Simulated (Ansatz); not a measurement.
Results of r²SCAN (plane waves, PAW; Ansatz, a program for electronic structure) for L1₂ (Cu3Au-type) Al3Sc.

Run with plane-wave cutoff 560 eV, 14×14×14 k mesh, Fermi–Dirac smearing 0.05 eV, scalar-relativistic PAW data made under PBE.

A third-order Birch–Murnaghan fit to the energies gives V0 = 17.057 Å³/atom, B0 = 94.0 GPa, B′ = 4.0.

```json
[
 {"V (Å³/atom)": "16.033", "P (GPa)": "[?]"},
 {"V (Å³/atom)": "16.374", "P (GPa)": "[?]"},
 {"V (Å³/atom)": "16.715", "P (GPa)": "1.99"},
 {"V (Å³/atom)": "17.056", "P (GPa)": "0.01"},
 {"V (Å³/atom)": "17.397", "P (GPa)": "[?]"},
 {"V (Å³/atom)": "17.738", "P (GPa)": "-3.40"},
 {"V (Å³/atom)": "18.079", "P (GPa)": "-4.86"}
]
```

Estimate the withheld pressures from this fit; the answers are the runs' own values.


- 16.033, P (GPa): 6.59
- 16.374, P (GPa): 4.17
- 17.397, P (GPa): -1.78

The formula P = (3/2) B0 (x^(7/3) − x^(5/3)) [1 + (3/4)(B′ − 4)(x^(2/3) − 1)] with x = V0/V meets the computed pressures within 0.01 GPa when these rounded values are put in.

Measured, for comparison: bulk modulus 91.5 ± 1 GPa (298 K, no zero-point or thermal correction, polycrystal; as tabulated in A Combined Experimental and First-Principles Based Assessment of …); equilibrium volume per atom 17.27 Å³/atom (room temperature, no zero-point or thermal correction; as tabulated in A Combined Experimental and First-Principles Based Assessment of …). Computed (rounded) less measured: bulk modulus +3 %, equilibrium volume per atom -1.2 %. A static lattice is as a rule a little smaller and stiffer than an uncorrected measurement, which narrows the difference in the bulk modulus, equilibrium volume per atom and would widen misses of the other sign.
